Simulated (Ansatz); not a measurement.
An Ansatz (an electronic-structure program) input (Ansatz, PBEsol, PAW, cutoff 420 eV, spin-orbit coupling left out):

Ansatz 0.2 input:
```yaml
crystal:
  lattice:
    - [0, 2.9976142325, 2.9976142325]
    - [2.9976142325, 0, 2.9976142325]
    - [2.9976142325, 2.9976142325, 0]
  atoms:
    - { symbol: Al, position: [0.75, 0.75, 0.75] }
    - { symbol: Al, position: [0.5, 0.5, 0.5] }
basis: { ecutwfc: 420, ecutrho_ratio: 4, xc_grid: 2, fft_grid_basis: typed }
kpoints: { mp_grid: { grid: [13, 13, 13] } }
hamiltonian:
  xc: pbesol
  dispersion: none
  pseudopotentials: { kind: paw }
scf: { occupations: { method: fermi_dirac, width: 0.05 }, convergence: { dr2_threshold: 0.0000000002 } }
output: { forces: true, stress: true }
```

Q: Which symmetry and how many k-points will the program report, and about how many plane waves at Γ?

A: Space group Fd-3m (ITA 227) with 48 operations, k-points 84 of 2197, and 1067 plane waves at Γ.

No phonon test of stability was made. The cell is Al in the diamond structure (space group Fd-3m, No. 227; a hypothetical phase, not in the database extracts checked).
